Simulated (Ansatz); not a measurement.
The reference is K in the bcc (W type) structure (space group Im-3m, No. 229; a = 5.2146 Å).

Calculations: PBEsol in Ansatz (plane waves to 420 eV, PAW, without spin-orbit coupling).

Base values:

| Item | Result |
|---|---|
| Lattice parameter a | 5.215 Å |

Now apply this change: a hydrostatic pressure of 0.3 GPa.

Task: What does the calculation give for the lattice parameter a after the change?

Result: The lattice parameter a drops by 0.121 Å to 5.094 Å.

Load acts through the strain it causes; cell and atoms are relaxed under it. No phonon test of stability was made.

Ansatz is an electronic-structure program.
